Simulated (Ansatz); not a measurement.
# Ta2AlB2 (model structure, started from the Ti2InB2 type, P-6m2, No. 187, 5 atoms in the cell): properties by level of theory

| level (code) | lattice constant a (Å) | lattice parameter c (Å) | bulk modulus B0 (GPa) | cohesive energy (eV/atom) |
|---|---|---|---|---|
| LDA (Ansatz) | 3.058 | 7.470 | 215 | 8.12 |
| PBE (Ansatz) | 3.099 | 7.591 | 197 | 7.04 |
| PBEsol (Ansatz) | 3.079 | 7.527 | 206 | 7.64 |
| r²SCAN (Ansatz) | 3.085 | 7.560 | 208 | 7.01 |

Caveats: the bulk modulus is −V dP/dV from two relaxed cells at ±2 % in volume (LDA, PBE, PBEsol, r²SCAN). Ansatz's density-functional and Hartree–Fock values are scalar-relativistic unless marked +SOC, with PAW data made under PBE.

Free atoms are spin-polarised, in the lowest state found; at levels without +SOC their spin–orbit coupling is left out.

Computed values are for the static lattice.

A model structure was made by putting elements into a prototype or built by hand; it is no filed structure, need not be a known phase, and can be a saddle point held by its symmetry.

Ansatz is an electronic-structure program.
